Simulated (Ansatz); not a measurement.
## Response to strain in GaP

Base system: GaP in the zinc blende structure (space group F-43m, No. 216; a = 5.439 Å). Axes: x, y, z lie along the cube axes.

Strains are applied to the cell and any free atomic positions relax; under biaxial strain the out-of-plane vector relaxes too.

Computed with Ansatz (a quantum-chemistry and plane-wave program), PBEsol, PAW, cutoff 420 eV, scalar-relativistic without spin-orbit coupling.

Notes on the quantities. energy relative to the base: free energy F.

| variant | gap character | ratio −ε⊥/ε∥ | energy relative to the base | band gap |
|---|---|---|---|---|
| base | – | – | 0 meV/atom | 1.45 eV |
| biaxial strain −2.50 %, plane normal [111], relaxed out of plane | indirect, Γ → F | 0.48 | ? | 1.18 eV |
| biaxial strain −2.08 %, plane normal [111], relaxed out of plane | indirect, Γ → F | 0.48 | +11 meV/atom | 1.24 eV |
| biaxial strain −1.67 %, plane normal [111], relaxed out of plane | indirect, Γ → k = (0, 0.455, -0.455) in the run's primitive reciprocal basis | 0.47 | +7.1 meV/atom | 1.30 eV |
| biaxial strain −1.25 %, plane normal [111], relaxed out of plane | indirect, Γ → F–Γ (13 % along) | 0.47 | +3.9 meV/atom | 1.35 eV |
| biaxial strain −0.83 %, plane normal [111], relaxed out of plane | indirect, Γ → F–Γ (13 % along) | 0.46 | +1.7 meV/atom | 1.39 eV |
| biaxial strain −0.42 %, plane normal [111], relaxed out of plane | indirect, Γ → F–Γ (13 % along) | – | +0.4 meV/atom | 1.42 eV |
| biaxial strain +0.42 %, plane normal [111], relaxed out of plane | indirect, Γ → F–Γ (13 % along) | – | +0.4 meV/atom | ? |
| biaxial strain +0.83 %, plane normal [111], relaxed out of plane | indirect, Γ → T | 0.45 | +1.7 meV/atom | 1.39 eV |
| biaxial strain +1.67 %, plane normal [111], relaxed out of plane | indirect, Γ → T | 0.44 | +6.6 meV/atom | 1.18 eV |

What belongs in the blanks?


- biaxial strain −2.50 %, plane normal [111], relaxed out of plane, energy relative to the base: +16 meV/atom
- biaxial strain +0.42 %, plane normal [111], relaxed out of plane, band gap: 1.43 eV

Stability against distortions was not tested. k-point labels follow each cell's own Brillouin zone.
